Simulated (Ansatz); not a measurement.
Take SiO2 (space group P3_221, No. 154; a = 4.8658 Å, c = 5.3652 Å) as the base. Axes: x lies along a and z along c of the hexagonal cell.

Calculations: LDA in Ansatz (plane waves to 420 eV, PAW, no spin-orbit coupling).

Strains are applied to the cell and any free atomic positions relax; under biaxial strain the out-of-plane vector relaxes too.

One change was made to it. Results:

```
quantity                       base           after
-------------------  --------------  --------------
electron mass        0.50 mₑ (at Γ)  0.51 mₑ (at Γ)
band gap                    5.83 eV         5.64 eV
smallest direct gap         6.12 eV         6.01 eV
```

Which of these changes matches the shifts?
A. biaxial strain +2.25 %, plane normal [001], relaxed out of plane
B. biaxial strain +3.00 %, plane normal [001], relaxed out of plane
C. biaxial strain +1.50 %, plane normal [001], relaxed out of plane
D. biaxial strain +0.75 %, plane normal [001], relaxed out of plane

B, biaxial strain +3.00 %, plane normal [001], relaxed out of plane. For comparison, the band gap in the other runs: biaxial strain +0.75 %, plane normal [001], relaxed out of plane gives 5.78 eV; biaxial strain +2.25 %, plane normal [001], relaxed out of plane gives 5.68 eV; biaxial strain +1.50 %, plane normal [001], relaxed out of plane gives 5.73 eV.

Masses are band curvatures over ±0.01 Å⁻¹ around the edge. Whether these cells are dynamically stable was not tested.

Ansatz is a program for electronic structure.
